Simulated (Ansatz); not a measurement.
Antifluorite Be2C was calculated with PBEsol (plane waves, PAW; Ansatz, a program for electronic structure).

Settings: plane-wave cutoff 520 eV, 14×14×14 k mesh, perturbation theory, scalar-relativistic PAW data made under PBE.

Computed at the level's own relaxed cell.

**Question.** Predict the electronic dielectric constant ε∞ and dielectric constant ε0 (ions relaxed).

**Answer.** 
- electronic dielectric constant ε∞: 6.98
- dielectric constant ε0 (ions relaxed): 14.4

It cost roughly 60 core-seconds of CPU time.
